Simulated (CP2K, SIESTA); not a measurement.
A SIESTA input for a self-consistent single point of KSr₃ (Fm-3m, 4 atoms in the cell) (DFT, LDA PW92, numerical atomic orbitals TZP, PseudoDojo LDA standard norm-conserving potentials (rewritten from UPF to PSML)):

```
# files in the folder: K.psml Sr.psml (PseudoDojo LDA standard)
SystemName  KSr3
SystemLabel KSr3

NumberOfAtoms                4
NumberOfSpecies              2
%block ChemicalSpeciesLabel
  1 19 K
  2 38 Sr
%endblock ChemicalSpeciesLabel
LatticeConstant              1.0 Ang
%block LatticeVectors
     0.000000000    4.872263000    4.872263000
     4.872263000    0.000000000    4.872263000
     4.872263000    4.872263000    0.000000000
%endblock LatticeVectors
AtomicCoordinatesFormat      Bohr
%block AtomicCoordinatesAndAtomicSpecies
     0.000000000    0.000000000    0.000000000  1
     4.603621339    4.603621339    4.603621339  2
    13.810864016   13.810864016   13.810864016  2
     9.207242677    9.207242677    9.207242677  2
%endblock AtomicCoordinatesAndAtomicSpecies

XC.functional                LDA
XC.authors                   PW92
PAO.BasisSize                TZP
PAO.EnergyShift              0.01 Ry
MeshCutoff                   350 Ry
%block kgrid.MonkhorstPack
    5   0   0  0.0
    0   5   0  0.0
    0   0   5  0.0
%endblock kgrid.MonkhorstPack
OccupationFunction           FD
ElectronicTemperature        580.23 K

MaxSCFIterations             150
SCF.Mixer.Method             Pulay
SCF.Mixer.Weight             0.1
SCF.Mixer.History            8
SCF.DM.Tolerance             1.0E-05
Diag.ParallelOverK           true
WriteForces                  true
Charge.Mulliken              end
```

Question: Translate this input to CP2K.

Answer: One input that does it (others would too):

```
&GLOBAL
  PROJECT ksr3
  RUN_TYPE ENERGY_FORCE
  PRINT_LEVEL LOW
&END GLOBAL
&FORCE_EVAL
  METHOD Quickstep
  STRESS_TENSOR ANALYTICAL
  &DFT
    BASIS_SET_FILE_NAME BASIS_MOLOPT
    POTENTIAL_FILE_NAME GTH_POTENTIALS
    &QS
      METHOD GPW
      EPS_DEFAULT 1E-10
    &END QS
    &MGRID
      CUTOFF 500
      REL_CUTOFF 60
      NGRIDS 5
    &END MGRID
    &SCF
      SCF_GUESS ATOMIC
      EPS_SCF 1E-6
      MAX_SCF 100
      ADDED_MOS 7
      &DIAGONALIZATION
        ALGORITHM STANDARD
      &END DIAGONALIZATION
      &MIXING
        METHOD BROYDEN_MIXING
        ALPHA 0.2
        NBUFFER 10
        BETA 1.5
      &END MIXING
      &SMEAR ON
        METHOD FERMI_DIRAC
        ELECTRONIC_TEMPERATURE [K] 580.23
      &END SMEAR
    &END SCF
    &KPOINTS
      SCHEME MONKHORST-PACK 5 5 5
    &END KPOINTS
    &XC
      &XC_FUNCTIONAL PADE
      &END XC_FUNCTIONAL
    &END XC
    &PRINT
      &MO
        EIGENVALUES T
        OCCUPATION_NUMBERS T
        NDIGITS 8
        FILENAME mo
        &EACH
          QS_SCF 0
        &END EACH
        ADD_LAST NUMERIC
      &END MO
      &MULLIKEN OFF
      &END MULLIKEN
    &END PRINT
  &END DFT
  &SUBSYS
    &CELL
      ABC 6.89042000 6.89042021 6.89042054
      ALPHA_BETA_GAMMA 60.00000225 60.00000257 60.00000099
      PERIODIC XYZ
    &END CELL
    &COORD
      K        0.00000000     0.00000000     0.00000000
      Sr       3.44521000     1.98909300     1.40650125
      Sr      10.33563000     5.96727900     4.21950375
      Sr       6.89042000     3.97818600     2.81300250
    &END COORD
    &KIND K
      BASIS_SET DZVP-MOLOPT-SR-GTH-q9
      POTENTIAL GTH-PADE-q9
    &END KIND
    &KIND Sr
      BASIS_SET DZVP-MOLOPT-SR-GTH-q10
      POTENTIAL GTH-PADE-q10
    &END KIND
  &END SUBSYS
  &PRINT
    &FORCES ON
    &END FORCES
    &STRESS_TENSOR ON
    &END STRESS_TENSOR
  &END PRINT
&END FORCE_EVAL
```

Basis, cutoffs, solver keys and any potentials are the target program's own. This input uses DFT LDA (Pade form), GPW, DZVP-MOLOPT-SR-GTH basis, GTH-PADE potentials (GTH_POTENTIALS). LDA parametrisations can differ slightly between programs. Both were run: pressure 0.93 GPa in SIESTA and -0.81 in CP2K.

On SIESTA: the starting cell comes from a database of computed structures (which also holds hypothetical and non-ambient phases and stackings), without a prior relaxation at this level. Its lattice was rescaled by a random factor within 2.5 % of one. For this run, on top of that: lattice scaled by 0.98. Values carry the incompleteness of an atom-centred basis.

On CP2K: the starting cell comes from a database of computed structures (which also holds hypothetical and non-ambient phases and stackings), without a prior relaxation at this level. Its lattice was rescaled by a random factor within 2.5 % of one. For this run, on top of that: lattice scaled by 0.98. Values carry the incompleteness of an atom-centred basis.
